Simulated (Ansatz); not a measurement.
Consider ZnSe in the zinc blende structure (space group F-43m, No. 216; a = 5.568 Å). Axes: x, y, z lie along the cube axes.

Calculations: Ansatz (a program for electronic structure), LDA, PAW, cutoff 420 eV, spin-orbit coupling left out.

The change: the cell is compressed by 1.00 % along z with no lateral relaxation; the atoms relax in the strained cell.

Task: Predict the stress tensor and what it implies for the stiffness.

Result: Stress of the strained cell less that of the base (GPa, compression positive):
```
   0.61    0.00    0.00
   0.00    0.61    0.00
   0.00    0.00    0.99
```

Then −Δσ_ii/ε with ε = -0.0100 gives relaxed-ion elastic constants: C33 ≈ 99 GPa, C13 ≈ 61 GPa and C23 ≈ 61 GPa.

Whether these cells are dynamically stable was not tested.
